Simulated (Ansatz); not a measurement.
# ZnS, pressure series

The parent structure is ZnS in the wurtzite structure (space group P6_3mc, No. 186; a = 3.8061 Å, c = 6.2447 Å).

Cell and atoms are relaxed at each pressure.

The values are results of Ansatz (an electronic-structure program), r2SCAN, PAW, cutoff 500 eV, scalar-relativistic without spin-orbit coupling, not measurements.

```tsv
pressure (GPa)	band gap (eV)
-2	2.65
0	2.78
0.3	?
0.7	2.82
1.5	2.86
3	2.94
5	3.04
7.5	3.15
10	3.26
```

Q: Fit E_g = E₀ + αP + βP² to the rows shown and predict the withheld row.

A: Least squares on the printed values gives E₀ = 2.78 eV, α = 58.2 meV/GPa, β = -1.0 meV/GPa² (largest residual 0.01 eV); this predicts 2.79 eV, and the run gives 2.80 eV, in agreement.

Load acts through the strain it causes; cell and atoms are relaxed under it. Whether these cells are dynamically stable was not tested. Tetrahedral semiconductors of this kind turn to denser phases somewhere between about 1 and 50 GPa; those were not computed, so compressed cells here can lie past the real transition.
